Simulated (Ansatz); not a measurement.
Structures of equal composition on the (000-1) surface of wurtzite ZnO (O plane on top): 2x2 Al adatom at H3; 2x2 Al adatom at T4. The slabs share one bottom face, and each structure is named by its start. These are constructed structures in small cells; real faces may alloy, dewet or reconstruct in larger ones, and not all known structures of the face are among them. Slabs of about 14 Å with all that they carry, Fermi-Dirac smearing of 0.025 eV. Bottom of the slabs: H caps. Relaxed from the named starts with such symmetry as they have, on meshes of like density; energies extrapolated to zero smearing; no spin-orbit coupling, no U. Spin-polarised runs, if any, are marked in brackets, and their order is one that fits the cell; the others ran without spin. Where a second, spin-polarised start was run, the lower counts.

Host crystal: wurtzite ZnO, with a band gap (PBE, scalar-relativistic without spin-orbit coupling).

All values below come from r2SCAN, at the PBE geometry (plane waves to 500 eV, PAW; Ansatz, an electronic-structure program).

Rank these by energy per 1x1 cell (lowest first), as r2SCAN, at the PBE geometry gives it.

2x2 Al adatom at H3 (0.000 eV [spin, 0.9 μB a cell], no gap over 0.04 eV on the mesh), 2x2 Al adatom at T4 (0.162 eV (3 Al–O bonds formed) [spin, 1.0 μB a cell], a narrow gap of 0.15 eV by band count)
